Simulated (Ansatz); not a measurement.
Consider Cs2AgBiBr6 (space group Fm-3m, No. 225; a = 11.1874 Å). Axes: x, y, z lie along the cube axes.

All numbers come from DFT with PBEsol, PAW potentials and a 420 eV plane-wave cutoff in Ansatz (an electronic-structure program), without spin-orbit coupling.

Modification: tensile biaxial strain of 1.88 % in the plane normal to [111], as in epitaxy on a mismatched substrate; the out-of-plane cell vector and the atoms relax.

Problem. How does this affect the out-of-plane strain?

Solution. The out-of-plane strain amounts to -2.22 %.

Problem. What does the calculation give for the in-plane stress after the change?

Solution. The mean in-plane stress (compression positive) amounts to -0.6 GPa.

Stability against distortions was not tested.
